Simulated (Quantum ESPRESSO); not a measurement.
Quantum ESPRESSO 7.5, DFT, PBE, plane waves, SSSP 1.1.2 efficiency PBE: Al(111) slab of 5 layers, 1x1 (Al5), unrelaxed, 5 atoms. Basis and mesh were picked for this test and aren't claimed converged.

```json
{
  "cell": "2.86, 2.86, 23.35 Å; 90, 90, 60°",
  "task": "scf",
  "k mesh": "18×18×1",
  "ecutwfc": "45 Ry",
  "ecutrho": "360 Ry",
  "occupations": "smearing",
  "smearing": "mv",
  "degauss": "0.02 Ry",
  "conv_thr": "5e-09 Ry",
  "tprnfor": "true",
  "tstress": "false",
  "k-point pools (-nk)": "24",
  "diagonalization": "david (default)",
  "mixing_mode": "plain (default)",
  "mixing_beta": "0.7 (default)",
  "mixing_ndim": "8 (default)",
  "k-points computed": "37",
  "bands": "12",
  "electrons": "15",
  "G-vectors of the density": "129135",
  "FFT grid": "36×36×270",
  "symmetry_operations": "12"
}
```

It runs on a single node (AMD EPYC (Zen 5), 96 cores on 1 socket, no SMT, 12 L3 cache groups).

Run on 96 ranks, it takes 4.4 s from launch to exit:

```bash
OMP_NUM_THREADS=1 mpirun -np 96 pw.x -nk 24 -in pw.in
```

From its output:

```
     Parallel version (MPI & OpenMP), running on      96 processor cores
     Number of MPI processes:                96
     Threads/MPI process:                     1
     K-points division:     npool     =      24
     R & G space division:  proc/nbgrp/npool/nimage =       4
     Subspace diagonalization in iterative solution of the eigenvalue problem:
     a serial algorithm will be used
     Using Slab Decomposition
     number of atoms/cell      =            5
     number of electrons       =        15.00
     number of Kohn-Sham states=           12
     kinetic-energy cutoff     =      45.0000  Ry
     charge density cutoff     =     360.0000  Ry
     scf convergence threshold =      5.0E-09
     mixing beta               =       0.7000
     number of iterations used =            8  plain     mixing
     12 Sym. Ops., with inversion, found ( 6 have fractional translation)
     number of k points=    37  Marzari-Vanderbilt smearing, width (Ry)=  0.0200
     Dense  grid:   129135 G-vectors     FFT dimensions: (  36,  36, 270)
     Smooth grid:    45711 G-vectors     FFT dimensions: (  24,  24, 192)
     Estimated max dynamical RAM per process >      27.97 MB
     Estimated total dynamical RAM >       1.91 GB
...
     init_run     :      0.60s CPU      0.69s WALL (       1 calls)
     electrons    :      2.06s CPU      2.56s WALL (       1 calls)
     forces       :      0.06s CPU      0.10s WALL (       1 calls)

     Called by init_run:
     wfcinit      :      0.01s CPU      0.03s WALL (       1 calls)
     potinit      :      0.28s CPU      0.33s WALL (       1 calls)
     hinit0       :      0.27s CPU      0.28s WALL (       1 calls)

     Called by electrons:
     c_bands      :      0.76s CPU      0.78s WALL (      14 calls)
     sum_band     :      0.26s CPU      0.28s WALL (      14 calls)
     v_of_rho     :      0.43s CPU      0.84s WALL (      15 calls)
     newd         :      0.07s CPU      0.12s WALL (      15 calls)
     PAW_pot      :      0.46s CPU      0.48s WALL (      15 calls)
     mix_rho      :      0.03s CPU      0.03s WALL (      14 calls)

     Called by c_bands:
     init_us_2    :      0.04s CPU      0.05s WALL (      60 calls)
     cegterg      :      0.41s CPU      0.44s WALL (      28 calls)

     Called by *egterg:
     cdiaghg      :      0.02s CPU      0.02s WALL (     156 calls)
     h_psi        :      0.33s CPU      0.35s WALL (     158 calls)
     s_psi        :      0.02s CPU      0.03s WALL (     158 calls)
     g_psi        :      0.00s CPU      0.00s WALL (     128 calls)

     Called by h_psi:
     h_psi:calbec :      0.04s CPU      0.04s WALL (     158 calls)
     vloc_psi     :      0.27s CPU      0.28s WALL (     158 calls)
     add_vuspsi   :      0.03s CPU      0.03s WALL (     158 calls)

     General routines
     calbec       :      0.05s CPU      0.05s WALL (     194 calls)
     fft          :      0.43s CPU      0.48s WALL (     204 calls)
     ffts         :      0.23s CPU      0.23s WALL (      29 calls)
     fftw         :      0.27s CPU      0.29s WALL (    2226 calls)
     interpolate  :      0.23s CPU      0.24s WALL (      15 calls)

     Parallel routines

     PWSCF        :      2.87s CPU      3.53s WALL
```

Each time is the median wall time of two to five repeats, run one at a time on the otherwise empty machine; start-up is included. Unless noted, each process is bound to its own block of adjacent cores. The build: conda-forge: Open MPI 5.0, OpenMP, OpenBLAS 0.3.34 (pthreads), FFTW, ScaLAPACK, ELPA; another build can shift the numbers. Scratch files lie in a memory file system.

Problem. Read the timing block: which change would cut the largest part, on the same cores and with the result kept within 1.0 meV/atom in energy, 10 meV/Å in forces (largest component)?

Solution. The largest part is potentials (v_of_rho, newd, PAW_pot), 33 % of the time. One change that relieves it (others may too): going from -nk 24 to -nk 6, one of the fastest of the measured ones that keep the result: 4.4 s to 3.0 s (1.5× as fast). The largest move is in potentials (v_of_rho, newd, PAW_pot): 1.4 s to 0.52 s. These two results differ by: energy equal as printed, forces (largest component) 0.064 meV/Å. Others tried: -nk 8 (3.2 s); -nk 4 (3.2 s); -nk 3 (3.5 s); -nk 12 (3.5 s); -nk 16 (4.1 s); -nk 2 (4.6 s); -nk left out (the program takes 1) (5.5 s); -nk 1 (5.8 s); -nk 32 (6.3 s); -nk 48 (6.3 s). Launch, exit and the like take 0.82 s of the 3.0 s.
